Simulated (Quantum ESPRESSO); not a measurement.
Troubleshooting Quantum ESPRESSO: a failed run on Ti2O3 (P2_1/m, 10 atoms in the cell). The aim is a self-consistent single point with DFT, PBEsol, plane waves, SSSP 1.1.2 efficiency (PBE) pseudopotentials.

The input file:

```fortran
&control
   calculation = 'scf',
   prefix = 'Ti2O3',
   outdir = './work',
   pseudo_dir = './',
   verbosity = 'high',
   tprnfor = .true.,
   tstress = .true.,
/
&system
   ibrav = -12,
   celldm(1) = 9.7424830355,
   celldm(2) = 0.584806517312,
   celldm(3) = 1.402655375808,
   celldm(5) = -0.203628077419,
   nat = 10,
   ntyp = 2,
   ecutwfc = 55,
   ecutrho = 440,
   occupations = 'smearing',
   smearing = 'methfessel-paxton',
   input_dft = 'pbesol',
/
&electrons
   conv_thr = 1.0d-10,
/
ATOMIC_SPECIES
Ti    47.8670  ti_pbe_v1.4.uspp.F.UPF
O     15.9990  O.pbe-n-kjpaw_psl.0.1.UPF
ATOMIC_POSITIONS alat
Ti   -0.0290635321    0.1462016293    0.9058483647
Ti    0.7434435147    0.4386048880    0.4674190196
Ti    0.2608536486    0.1462016293    0.0323404469
Ti    0.4535263340    0.4386048880    1.3409269374
O    -0.1828329054    0.4386048880    1.1647092667
O     0.8972128879    0.1462016293    0.2085581177
O     0.0665204400    0.4386048880    0.6931704449
O     0.6478595426    0.1462016293    0.6800969394
O     0.2793156429    0.1462016293    1.1435609490
O     0.4350643397    0.4386048880    0.2297064354
K_POINTS automatic
3 5 2  0 0 0
```

Output (repeated stretches shortened):

```
 %%%%%%%%%%%%%%%%%%%%%%%%%%%%%%%%%%%%%%%%%%%%%%%%%%%%%%%%%%%%%%%%%%%%%%%%%%%%%%
     Error in routine  set_occupations (1):
      smearing requires a value for gaussian broadening (degauss)
 %%%%%%%%%%%%%%%%%%%%%%%%%%%%%%%%%%%%%%%%%%%%%%%%%%%%%%%%%%%%%%%%%%%%%%%%%%%%%%

     stopping ...
```

Q: Read the log: what does the program object to, and what is the fix?

A: The fault is smearing without a width. A smearing function needs a non-zero width. To fix it, give the width. The program stopped before any SCF iteration.

The sound input it was made from differs as follows (other fixes are possible):
```diff
+   degauss = 0.0147,
```

With that input, the run converged in 17 iterations: free energy E − TS -9858.3640 eV; top of the valence band (on the code's own zero) 12.15 eV; gap on the k-point mesh 0.26 eV; pressure -4.29 GPa; largest force (vector length) 0.266 eV/Å (DFT, PBEsol, plane waves, SSSP 1.1.2 efficiency (PBE) pseudopotentials).

On the sound input: the starting cell comes from a database of computed structures (which also holds hypothetical and non-ambient phases and stackings), without a prior relaxation at this level. Spin polarisation is off, so a magnetic state, if there is one, cannot be reached. With a pressure of about -4 GPa the cell is away from its equilibrium volume at this level.
